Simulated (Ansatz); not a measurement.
An Ansatz (a program for electronic structure) run: Si with a change (strain tensor (xx, yy, zz, yz, xz, xy) = (−0.77, +0.39, +0.28, +0.14, +1.52, +1.64) %); plane-wave PAW DFT at the r2SCAN level (Ansatz, 500 eV), no SOC, earlier PAW set.

Input:

Ansatz 0.2 input:
```yaml
crystal:
  lattice:
    - [3.80249801, 0.0628448729, 0.0580548673]
    - [-1.8468237486, 3.3001333511, -0.0243813752]
    - [0.0960760273, 0.0088783128, 6.3594085899]
  atoms:
    - { symbol: Si, position: [0.3333333333, 0.6666666667, 0.0630785784] }
    - { symbol: Si, position: [0.6666666667, 0.3333333333, 0.9369214216] }
    - { symbol: Si, position: [0.6666666667, 0.3333333333, 0.5630785784] }
    - { symbol: Si, position: [0.3333333333, 0.6666666667, 0.4369214216] }
basis: { ecutwfc: 500, ecutrho_ratio: 4, xc_grid: 4, fft_grid_basis: typed }
kpoints: { mp_grid: { grid: [10, 10, 5] } }
hamiltonian:
  xc: r2scan
  dispersion: none
  pseudopotentials: { azcp: { folder: ./paw }, kind: paw }
scf: { occupations: { method: fermi_dirac, width: 0.05 }, convergence: { dr2_threshold: 0.0000000004 } }
relax: { f_tol: 0.005, max_steps: 50 }
output: { forces: true, stress: true }
checkpoint: { write: state.ck, write_every: 1000 }
```

Output (explanatory and most iteration lines left out):

```
Relaxation: its limit of steps is 50 (relax.max_steps)
Pseudopotential: Si, paw, valence charge 4
Crystal: 4 atoms, lattice volume = 80.522 Å³
Basis set: ecut = 500 eV, 2037 PW (Γ), exchange–correlation on 120×120×192 points (64 copies of the dense FFT grid, shifted against one another)
Bands: 12, of which v1, the nominal top of the filled ones, is band 8 counted from 1 (7 counted from 0)
Symmetry: 2 space group operations
Space group: P-1 (ITA 2), of the structure as read, at distance tolerance 4.3e-5 Å
k-points: 252 of 500
Functional: x = r2scan, c = r2scan; τ floored in thin density (d = 2e-4 eV/Å³)
SCF iter   1: F=—  HF=-2556.137906 eV  |F-HF|=—  |Δ(HF+E_count)|=         —  Δρ=4.59e-2  dr2=1.48e0  dr2_τ=2.67e-2  ethr=3.10e-3  ⟨swp⟩=7.6  Hψ=24582  notcnv=0
SCF iter   2: F=—  HF=-2556.129038 eV  |F-HF|=—  |Δ(HF+E_count)|=   8.87e-3  Δρ=2.21e-2  dr2=3.00e-1  dr2_τ=8.27e-4  ethr=3.10e-3  ⟨swp⟩=3.0  Hψ=8028  notcnv=0
SCF 1 converged in 9 iterations: F = -2556.167925 eV  dr2 = 2.32e-11
relax step   1: F+E_penalty+E_count = -2556.16792524 eV  Δ(F+E_penalty+E_count) = +0.000e0 eV  max|allowed force component| = 4.839e-1 eV/Å  Δτ_max = 0.0000 Å  (9 SCF iters, accepted)
Crystal: 4 atoms, lattice volume = 80.522 Å³
SCF iter   1: F=—  HF=-2556.177066 eV  |F-HF|=—  |Δ(HF+E_count)|=         —  Δρ=8.20e-4  dr2=4.10e-4  dr2_τ=7.20e-5  ethr=2.09e-6  ⟨swp⟩=2.6  Hψ=15278  notcnv=0
SCF iter   2: F=—  HF=-2556.177341 eV  |F-HF|=—  |Δ(HF+E_count)|=   2.76e-4  Δρ=4.03e-4  dr2=7.67e-5  dr2_τ=2.40e-7  ethr=2.09e-6  ⟨swp⟩=2.2  Hψ=4764  notcnv=0
SCF 2 converged in 6 iterations: F = -2556.177369 eV  dr2 = 2.65e-10
relax step   2: F+E_penalty+E_count = -2556.17736911 eV  Δ(F+E_penalty+E_count) = -9.444e-3 eV  max|allowed force component| = 1.085e-1 eV/Å  Δτ_max = 0.0141 Å  (6 SCF iters, accepted)
Crystal: 4 atoms, lattice volume = 80.522 Å³
SCF iter   1: F=—  HF=-2556.177875 eV  |F-HF|=—  |Δ(HF+E_count)|=         —  Δρ=2.45e-4  dr2=3.68e-5  dr2_τ=6.39e-6  ethr=2.30e-6  ⟨swp⟩=2.3  Hψ=10196  notcnv=0
SCF iter   2: F=—  HF=-2556.177902 eV  |F-HF|=—  |Δ(HF+E_count)|=   2.63e-5  Δρ=1.21e-4  dr2=6.93e-6  dr2_τ=2.05e-8  ethr=2.30e-7  ⟨swp⟩=2.1  Hψ=6998  notcnv=0
SCF 3 converged in 6 iterations: F = -2556.177904 eV  dr2 = 1.59e-11
relax step   3: F+E_penalty+E_count = -2556.17790370 eV  Δ(F+E_penalty+E_count) = -5.346e-4 eV  max|allowed force component| = 1.974e-3 eV/Å  Δτ_max = 0.0042 Å  (6 SCF iters, accepted)
Crystal: 4 atoms, lattice volume = 80.522 Å³
SCF iter   1: F=—  HF=-2556.177904 eV  |F-HF|=—  |Δ(HF+E_count)|=         —  Δρ=1.86e-7  dr2=1.59e-11  dr2_τ=1.44e-13  ethr=1.00e-12  ⟨swp⟩=1.7  Hψ=23488  notcnv=0
SCF iter   2: F=-2556.177904 eV  HF=-2556.177904 eV  |F-HF|=5.46e-12  |Δ(HF+E_count)|=  1.14e-11  Δρ=1.01e-7  dr2=4.44e-12  dr2_τ=2.68e-14  ethr=1.00e-12  ⟨swp⟩=3.0  Hψ=8072  notcnv=0
SCF 4 converged in 2 iterations: F = -2556.177904 eV  dr2 = 4.44e-12
SCF converged after 2 iterations
Free energy (F): -2556.177904 eV
Internal energy: -2556.177665 eV  (E = F + TS)
E sigma→0 (E₀):  -2556.177784 eV
Entropy (-TS):   -0.000239 eV (-0.060 meV/atom)
Fermi energy:    6.619211 eV
--- Forces (eV/Å), atoms counted from 1 ---
  atom   1  Si    -0.00152681     0.00197418     0.00187601
  atom   2  Si     0.00152681    -0.00197418    -0.00187601
  atom   3  Si     0.00037100     0.00001917    -0.00003760
  atom   4  Si    -0.00037100    -0.00001917     0.00003760
--- Stress (GPa, compression-positive) ---
        1.182611      -2.352206      -1.607391
       -2.352206      -0.364748      -0.207386
       -1.607391      -0.207386      -0.528818
  P = ⅓ Tr σ = 0.0963 GPa (0.963 kbar)
--- Relaxed structure (3 steps of the walk, 3 accepted, 0 SCFs on fresh bases) ---
  atoms:
    - { symbol: Si, position: [0.32917723235916413, 0.6678171877342743, 0.06342669799082416] }
    - { symbol: Si, position: [0.6708227676408358, 0.3321828122657258, 0.9365733020091757] }
    - { symbol: Si, position: [0.6668130570586045, 0.3319508309722566, 0.5633579216901587] }
    - { symbol: Si, position: [0.3331869429413955, 0.6680491690277434, 0.436642078309841] }
```

No phonon test of stability was made. The cell was made from Si (space group P6_3/mmc, No. 194; a cell from a computed database, its experimental status unchecked) by this change: strain tensor (xx, yy, zz, yz, xz, xy) = (−0.77, +0.39, +0.28, +0.14, +1.52, +1.64) %. This is not the structure that Si has at room temperature and ambient pressure.
